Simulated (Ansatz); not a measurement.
Zinc-blende BeS, treated with B3LYP (VWN-RPA form) (PAW; Ansatz, an electronic-structure program).

Run with plane-wave cutoff 460 eV, 10×10×10 k mesh, Fermi–Dirac smearing 0.01 eV, scalar-relativistic PAW data made under PBE.

Energies at three volumes about the minimum:

```
V (Å³/atom)  E − E_lowest (meV/atom)
-----------  -----------------------
14.223                          4.29
14.655                          0.00
15.022                          2.27
```

**Question.** Fit a parabola by hand: where is the minimum, what lattice constant follows, and what is the bulk modulus?

**Answer.** Slopes: (0.00 − 4.29)/(14.655 − 14.223) = -9.931 and (2.27 − 0.00)/(15.022 − 14.655) = 6.185 meV/Å³. Curvature E″ = 2 × (6.185 − (-9.931))/(15.022 − 14.223) = 40.340 meV/Å⁶. From the middle of the first interval, the slope vanishes at V0 = 14.4390 − (-9.931)/40.340 = 14.685 Å³/atom. B = V0 E″ = 14.685 × 40.340 meV/Å³ × 0.1602 GPa per meV/Å³ = 94.9 GPa. With 8 atoms in the cube, a = (8 × 14.685)^(1/3) = 4.898 Å. The full Birch–Murnaghan fit to all volumes gives V0 = 14.677 Å³/atom and B0 = 93.5 GPa.

Measured, for comparison: bulk modulus 105 GPa (room temperature, no zero-point or thermal correction; as tabulated in Narayana, Nesamony, Ruoff, Phys. Rev. B 56, no. 22 (1997)); lattice constant a 4.87 Å (room temperature, no zero-point or thermal correction; as tabulated in Narayana, Nesamony, Ruoff (BeS at high pressure; core.ac.uk copy)). Computed (rounded) less measured: bulk modulus -11 %.
